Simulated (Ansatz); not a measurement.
Take TiAl3 (space group I4/mmm, No. 139; a = 3.826 Å, c = 8.554 Å; relaxed with 0.1 eV smearing) as the base. Axes: x, y, z lie along a, b, c of the conventional cell.

Calculations: r2SCAN (Ansatz, a quantum-chemistry and plane-wave program), no SOC.

It is then changed as follows: a pure shear with ε_yz = ε_zy = -0.0302; the atoms relax in the strained cell.

Q: Predict the stress tensor and what it implies for the stiffness.

A: Stress of the strained cell less that of the base (GPa, compression positive):
```
    0.0     0.0     0.0
    0.0     0.7     6.4
    0.0     6.4     0.7
```

Then −Δσ/γ with γ = 2ε = -0.0604 gives secant stiffness values (nonlinear terms included at this strain): C44 ≈ 105 GPa.

As a check, the harmonic strain energy −½ V₀ Δσ:ε is 19 meV/atom; the computed energy rise is 19 meV/atom.

Stability against distortions was not tested. All final runs are without spin polarisation.
